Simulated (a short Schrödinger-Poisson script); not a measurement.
Stack: MOS inversion layer, Al2O3 on p-type Si(110), at 300 K.

From the gate side: 5.4 nm Al2O3; 1700 nm Si, acceptors 3.2e16 cm⁻³.

Constants are typed, rounded textbook-type inputs, not results; the design itself was drawn at random and stands for no fabricated device. Al2O3: permittivity 9, conduction-band edge (eV) 2.7, gap (eV) 6.8, electron mass (mₑ) 0.3. Si: permittivity 11.7, conduction-band edge (eV) 0, gap (eV) 1.124, Nv at 300 K (cm⁻³) 3.1e19.

Channel valleys (confinement mass, in-plane density-of-states mass, number): Δ4 0.315, 0.324, 4; Δ2 0.19, 0.417, 2. At the gate the conduction-band edge of layer 1 lies 3 eV − eVg above the Fermi level of the channel; the field vanishes at the back. Gaps are held at their typed values at every temperature. Mesh 0.03 nm at interfaces.

From a short Schrödinger-Poisson script (our own, NumPy): 1D Poisson equation in equilibrium, electrons quantum, Hartree (BenDaniel-Duke, 12 states a valley, the channel's in-plane mass for all, wave functions ending at the dielectric), parabolic valleys, classical holes, full ionisation, no traps, pinning or gate leakage.

```tsv
Vg (V)	electrons (cm⁻²)	C (μF/cm²)	Δ4 E0 (meV from the Fermi level)	Δ2 E0 (meV from the Fermi level)
0.2	8.06e9	0.0992	210.4	219.2
0.3	1.41e11	0.486	135.2	144.9
0.4	5.52e11	0.814	98.0	109.6
0.5	1.10e12	0.950	78.2	91.8
0.6	1.72e12	1.02	65.1	80.7
0.7	2.37e12	1.07	55.4	72.9
0.8	3.05e12	1.10	47.6	66.9
0.9	3.75e12	1.13	41.1	62.1
1	4.46e12	1.15	35.5	58.2
1.1	5.18e12	1.16	30.5	54.8
1.2	5.91e12	1.18	26.1	52.0
1.3	6.65e12	1.19	22.1	49.4
1.4	7.39e12	1.20	18.4	47.2
1.5	8.14e12	1.21	15.0	45.1
1.6	8.90e12	1.21	11.7	43.3
1.7	9.66e12	1.22	8.7	41.6
1.8	1.04e13	1.23	5.9	40.0
```

Gate voltages with under 1e9 electrons/cm² are left out.

### Question
At Vg = 1.8 V the lowest Δ4 subband lies at 5.9 meV from the Fermi level. How many electrons does it hold, and what share of all?

### Answer
The two-dimensional density of states is g m/(πħ²) = 5.41e11 cm⁻² meV⁻¹ (both spins), kT = 25.9 meV, so n = D kT ln(1 + exp(−E/kT)) = 8.21e12 cm⁻², 0.79 of the 1.04e13 cm⁻² in all.

### Question
Compare the slope of the sheet density between 1.6 and 1.8 V with the geometric capacitance of the layers between gate and channel.

### Answer
q Δn/ΔV = 1.20 μF/cm²; ε0/Σ(t/ε) = 1.48 μF/cm². The ratio is 0.81: the channel acts as a further capacitance in series.
